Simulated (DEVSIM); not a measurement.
System: Si p+/n-/n+ power diode, at 300 K.

```
layer (left to right)  material  thickness (μm)  Nd (cm⁻³)  Na (cm⁻³)  τn (s)  τp (s)
---------------------  --------  --------------  ---------  ---------  ------  ------
1                            Si           0.760          -     7.5e18  1.6e-5  1.6e-5
2                            Si            4.00     5.1e14          -  1.6e-5  1.6e-5
3                            Si            7.10     2.7e18          -  1.6e-5  1.6e-5
```

Left contact: ohmic. Right contact: ohmic. Voltage is applied to the left contact. Recombination: SRH at mid-gap, radiative. Mobility is constant in doping.

The device is made up for the run: typed textbook-type constants, with dimensions and the other settings drawn at random. Values at 300 K.

| parameter | Si |
|---|---|
| gap (eV) | 1.124 |
| affinity (eV) | 4.05 |
| permittivity | 11.7 |
| Nc (cm⁻³) | 2.86e19 |
| Nv (cm⁻³) | 3.1e19 |
| μn (cm²/Vs) | 1417 |
| μp (cm²/Vs) | 470 |
| B (cm³/s) | 4.7e-15 |

DEVSIM, 1D drift-diffusion, Boltzmann statistics, complete ionisation; no tunnelling, impact ionisation, image-force lowering or self-heating.

The doping Na of layer 1 was swept, all else fixed.

```json
[
 {"doping Na of layer 1 (cm^-3)": "2.2e17", "dark forward voltage at 100 A/cm² (V)": "0.747", "potential step across the device at zero bias (V)": "0.935", "dark forward voltage at 1 A/cm² (V)": "0.619"},
 {"doping Na of layer 1 (cm^-3)": "7.5e17", "dark forward voltage at 100 A/cm² (V)": "0.775", "potential step across the device at zero bias (V)": "0.967", "dark forward voltage at 1 A/cm² (V)": "0.650"},
 {"doping Na of layer 1 (cm^-3)": "2.2e18", "dark forward voltage at 100 A/cm² (V)": "0.799", "potential step across the device at zero bias (V)": "0.995", "dark forward voltage at 1 A/cm² (V)": "0.677"},
 {"doping Na of layer 1 (cm^-3)": "7.5e18", "dark forward voltage at 100 A/cm² (V)": "…", "potential step across the device at zero bias (V)": "1.026", "dark forward voltage at 1 A/cm² (V)": "…"}
]
```

**Question.** Some entries are withheld; supply them.

**Answer.** 
- 7.5e18, dark forward voltage at 100 A/cm² (V): 0.828
- 7.5e18, dark forward voltage at 1 A/cm² (V): 0.707
